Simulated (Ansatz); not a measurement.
The reference is Bi2Te3 in the Bi2Te3 type structure (space group R-3m, No. 166).

```xyz
5
Lattice="2.1973 1.2686 10.4614 -2.1973 1.2686 10.4614 0.0000 -2.5372 10.4614" Properties=species:S:1:pos:R:3 pbc="T T T"
Bi     0.0000     0.0000    12.5016
Bi     0.0000     0.0000    18.8827
Te     0.0000     0.0000     0.0000
Te     0.0000     0.0000     6.7088
Te     0.0000     0.0000    24.6755
```

Calculations: Ansatz (a first-principles code), r2SCAN+rVV10, PAW, cutoff 500 eV, without spin-orbit coupling.

Base values:

```
Quantity                       Result
----------------------------  -------
In-plane lattice parameter a  4.395 Å
```

It is then changed as follows: a free-standing slab of 1 layer (5 atoms, 5 a layer) is cut normal to the stacking axis, with 15 Å of vacuum and the in-plane cell relaxed.

Task: How does this affect the excess energy per area of both faces, in-plane lattice parameter a and thickness between the outermost nuclei?

Result: The excess energy per area of both faces (slab less bulk energy over the cell's area: twice a surface energy) is 0.30 J/m²; the in-plane lattice parameter a shrinks by 0.024 Å, from 4.395 Å to 4.371 Å; the thickness between the outermost nuclei amounts to 7.54 Å.

The excess energy carries the mismatch between the slab's and the bulk's meshes. Whether these cells are dynamically stable was not tested.
